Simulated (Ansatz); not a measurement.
Results of LDA (Ansatz, an electronic-structure program, plane waves, PAW) for C (model structure, started from the Si type, R-3, No. 148, 8 atoms in the cell).

The input as run:

Ansatz 0.2 input:
```yaml
crystal:
  lattice:
    - [3.1611907515, 1.8251143314, 1.282622763]
    - [-3.1611907515, 1.8251143314, 1.282622763]
    - [0.0, -3.6502286627, 1.282622763]
  atoms:
    - { symbol: C, position: [0.0000324134, 0.691339233, 0.5002460071] }
    - { symbol: C, position: [0.9999675866, 0.308660767, 0.4997539929] }
    - { symbol: C, position: [0.5002460071, 0.0000324134, 0.691339233] }
    - { symbol: C, position: [0.4997539929, 0.9999675866, 0.308660767] }
    - { symbol: C, position: [0.691339233, 0.5002460071, 0.0000324134] }
    - { symbol: C, position: [0.308660767, 0.4997539929, 0.9999675866] }
    - { symbol: C, position: [0.7002867667, 0.7002867667, 0.7002867667] }
    - { symbol: C, position: [0.2997132333, 0.2997132333, 0.2997132333] }
basis:
  ecutwfc: 520
  ecutrho_ratio: 4
  xc_grid: 2
kpoints:
  mp_grid: { grid: [10, 10, 10] }
hamiltonian:
  xc: lda
  dispersion: none
  pseudopotentials: { kind: paw }
scf:
  occupations: { method: fermi_dirac, width: 0.01 }
output:
  forces: true
  stress: true
  eigenvalues: true
relax:
  f_tol: 0.004
  escape_saddle: false
  max_steps: 80
  cell: { stress_tol: 0.02, fix: [volume] }
```

The run printed, among other lines:

```
Relaxation: its limit of steps is 80 (relax.max_steps)
Crystal: 8 atoms, lattice volume = 44.401 Å³
Basis set: ecut = 520 eV, 1205 PW (Γ), exchange–correlation on 60×60×60 points (8 copies of the dense FFT grid, shifted against one another)
Bands: 24, of which v1, the nominal top of the filled ones, is band 16 counted from 1 (15 counted from 0)
Symmetry: 6 space group operations
Space group: R-3 (ITA 148), of the structure as read, at distance tolerance 3.5e-5 Å
k-points: 172 of 1000
Functional: x = slater, c = lda
SCF iter   1: F=—  HF=-1937.460257 eV  |F-HF|=—  |Δ(HF+E_count)|=         —  Δρ=9.52e-3  dr2=1.42e-2
SCF iter   2: F=—  HF=-1937.454125 eV  |F-HF|=—  |Δ(HF+E_count)|=   6.13e-3  Δρ=4.47e-3  dr2=2.76e-3
  ...
SCF 1 converged in 6 iterations: F = -1937.452745 eV  dr2 = 6.79e-8
Crystal: 8 atoms, lattice volume = 44.401 Å³
Initial density: handed on by an earlier stage of this run
SCF 2 converged in 5 iterations: F = -1937.455079 eV  dr2 = 1.00e-8
  ...
SCF 4 converged in 3 iterations: F = -1937.455774 eV  dr2 = 1.21e-7
Crystal: 8 atoms, lattice volume = 44.401 Å³
SCF 5 converged in 4 iterations: F = -1937.455774 eV  dr2 = 6.66e-9
Crystal: 8 atoms, lattice volume = 44.401 Å³
SCF 6 converged in 4 iterations: F = -1937.455777 eV  dr2 = 4.47e-10
Crystal: 8 atoms, lattice volume = 44.401 Å³
SCF iter   3: F=—  HF=-1937.455778 eV  |F-HF|=—  |Δ(HF+E_count)|=  2.55e-11  Δρ=1.69e-7  dr2=1.30e-11
SCF iter   4: F=-1937.455778 eV  HF=-1937.455778 eV  |F-HF|=2.27e-13  |Δ(HF+E_count)|=  4.77e-12  Δρ=5.28e-8  dr2=6.14e-13
SCF 7 converged in 4 iterations: F = -1937.455778 eV  dr2 = 6.14e-13
SCF converged after 4 iterations
Free energy (F): -1937.455778 eV
Internal energy: -1937.455778 eV  (E = F + TS)
E sigma→0 (E₀):  -1937.455778 eV
Fermi energy:    14.598332 eV
--- Forces (eV/Å), atoms counted from 1 ---
  atom   1  C     -0.00104167    -0.00118599    -0.00001592
  atom   2  C      0.00104167     0.00118599     0.00001592
  atom   3  C      0.00154793    -0.00030912    -0.00001592
  atom   4  C     -0.00154793     0.00030912     0.00001592
  atom   5  C     -0.00050626     0.00149510    -0.00001592
  atom   6  C      0.00050626    -0.00149510     0.00001592
  atom   7  C     -0.00000000    -0.00000000    -0.00322542
  atom   8  C      0.00000000     0.00000000     0.00322542
--- Stress (GPa, compression-positive) ---
       -7.652012      -0.000000      -0.000000
        0.000000      -7.652012       0.000000
       -0.000000       0.000000      -7.633048
  P = ⅓ Tr σ = -7.6457 GPa (-76.457 kbar)
```

The cell is one volume of an energy–volume scan, off the minimum.

The PAW data were made under PBE.

Note: the relaxation could raise the start's symmetry but not lower it, so the cell can be a saddle point.

Computing time: about 90 core-seconds (a rough figure).

A model structure was made by putting elements into a prototype or built by hand; it is no filed structure, need not be a known phase, and can be a saddle point held by its symmetry.
